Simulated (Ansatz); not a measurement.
Ansatz (a program for electronic structure) run on Hf2Hg (I4/mmm, 3 atoms in the cell): zone-centre phonon calculation.

Method: LDA (PW92), default PAW files made with PBE (plane waves; Ansatz).

```yaml
crystal:
  lattice:
    - [-1.66004, 1.66004, 5.78415]
    - [1.66004, -1.66004, 5.78415]
    - [1.66004, 1.66004, -5.78415]
  atoms:
    - { symbol: Hf, position: [0.66573, 0.66573, 0.00000] }
    - { symbol: Hf, position: [0.33427, 0.33427, 0.00000] }
    - { symbol: Hg, position: [0.00000, 0.00000, 0.00000] }
```

Reference input (self-consistent single point, DFT, LDA (PW92), plane waves, default PAW files made with PBE): basis.ecutwfc = 420 eV; kpoints.mp_grid.grid = 12 12 12; hamiltonian.xc = lda; hamiltonian.pseudopotentials = {kind: paw} (the program's default PAW files); scf.occupations.method = fermi_dirac; scf.occupations.width = 0.1 eV. This run's input differs from it in these lines:

Ansatz 0.2 input:
```diff
@@ -17,7 +17,5 @@
 scf:
-  occupations: { method: fermi_dirac, width: 0.1 }
-output:
-  forces: true
-  eigenvalues: true
-  stress: true
+  occupations: { method: fermi_dirac, width: 0.5 }
+phonons:
+  method: dfpt
```

Log, with long lists cut:

```
SCF iter   1: F=—  HF=-44477.699665 eV  |F-HF|=—  |Δ(HF+E_count)|=         —  Δρ=7.51e-3  dr2=3.60e-2  ethr=1.77e-3  ⟨swp⟩=5.0  Hψ=42497  notcnv=0
all-band conjugate gradients solve this SCF's bands
preconditioner: auto → Kerker (q_TF=auto, 2.784 Å⁻¹)
SCF iter   2: F=—  HF=-44477.693494 eV  |F-HF|=—  |Δ(HF+E_count)|=   6.17e-3  Δρ=4.68e-3  dr2=1.41e-2  ethr=5.00e-5  ⟨swp⟩=2.2  Hψ=21908  notcnv=0
   [... lines left out ...]
SCF iter   8: F=—  HF=-44477.689258 eV  |F-HF|=—  |Δ(HF+E_count)|=   5.59e-8  Δρ=2.99e-6  dr2=9.61e-9  ethr=1.47e-10  ⟨swp⟩=2.1  Hψ=21718  notcnv=0
SCF iter   9: F=—  HF=-44477.689258 eV  |F-HF|=—  |Δ(HF+E_count)|=   1.88e-9  Δρ=7.19e-7  dr2=9.20e-10  ethr=1.33e-11  ⟨swp⟩=2.0  Hψ=21245  notcnv=0
SCF iter  10: F=—  HF=-44477.689258 eV  |F-HF|=—  |Δ(HF+E_count)|=  4.07e-10  Δρ=2.13e-7  dr2=7.44e-11  ethr=1.28e-12  ⟨swp⟩=2.0  Hψ=22619  notcnv=0
SCF iter  11: F=-44477.689258 eV  HF=-44477.689258 eV  |F-HF|=0.00e0  |Δ(HF+E_count)|=  2.91e-11  Δρ=6.97e-8  dr2=5.99e-12  ethr=1.00e-12  ⟨swp⟩=6.6  Hψ=62144  notcnv=0
SCF 1 converged in 11 iterations: F = -44477.689258 eV  dr2 = 5.99e-12
DFPT response loops at Γ: preconditioner auto → Kerker (q_TF=auto, 2.784 Å⁻¹) (partly filled bands, converged f_vac=0.000) …
the response loops of the zone centre start from zero, take more passes and end by a threshold …
Free energy (F): -44477.689258 eV
Internal energy: -44475.636462 eV  (E = F + TS)
E sigma→0 (E₀):  -44476.662860 eV
Entropy (-TS):   -2.052797 eV (-684.266 meV/atom)
Fermi energy:    19.542784 eV
   [... lines left out ...]
  ASR residual: 3.422e-3 → 0.000e0 eV/Å²; symmetrization residual: 8.822e-5 eV/Å²
  ASR residual per site (eV/Å²): 3.42e-3 3.42e-3 6.90e-4
  Γ frequencies (cm⁻¹): 0.00 0.00 0.00 83.19 83.19 99.34 106.53 106.53 135.56
  non-analytic LO–TO correction: not included (Born effective charges unavailable; polar crystals: no LO–TO splitting at Γ)
```

The run converged in 11 iterations. 

Summary of the result:
- Free energy E − TS (on the zero of these files) = -44477.6893 eV
- Fermi level (on the code's own zero) = 19.54 eV
- Zone-centre frequencies (cm⁻¹; negative means imaginary) = 0, 0, 0, 83, 83, 99, 107, 107, 136

The starting cell comes from a database of computed structures (which also holds hypothetical and non-ambient phases and stackings), without a prior relaxation at this level. Its lattice was rescaled by up to half a per cent.

Cost on one core of a shared machine: roughly 20 min.
